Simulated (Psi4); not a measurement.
Psi4 1.11, PBE0/def2-svpd: Ti(Cl)(OH)2(OMe) (C[O][Ti]([OH])([OH])[Cl]), 11 atoms. The geometry is a generated start, not checked to be a minimum at this level.

```yaml
task: energy
method: pbe0
basis: def2-svpd
memory: 3 GB
maxiter: 100
keys_of_the_molecule_block: symmetry c1
scf_type: df (default)
guess: auto, which took SAD (default)
scf_initial_accelerator: adiis (default)
e_convergence: 1e-06 (default)
d_convergence: 1e-06 (default)
dft_radial_points: 75 (default)
dft_spherical_points: 302 (default)
basis_functions: 190
grid_points: 237749
```

```xyz
11

Ti     0.4127     0.3895     0.8960
Cl     2.4722     0.9265     1.1883
O      0.0692    -0.8439     2.0262
H     -0.3577    -1.2271     2.7962
O     -0.5120     1.7970     1.1337
H     -1.2403     2.4055     1.0123
O      0.3559    -0.1459    -0.7064
C     -0.1911    -0.7110    -1.8537
H     -0.5356     0.0812    -2.5347
H      0.5693    -1.3142    -2.3667
H     -1.0426    -1.3577    -1.5912
```

Charge 0 and multiplicity 1 are set for this test and not shown to be the ground state.

One run each on 2 threads. Values of diis_max_vecs tried: 3, 6, 10 (default), 20.

Question: How does the count of SCF iterations change with diis_max_vecs, and where is it least?

Answer: Fewest SCF iterations, within one of each other: 6 with 10, 10 (default) with 10, 20 with 10. The count rises to 24 at 3. All converge to one solution.

```csv
diis_max_vecs,SCF iterations,end
3,24,same solution
6,10,same solution
10 (default),10,same solution
20,10,same solution
```
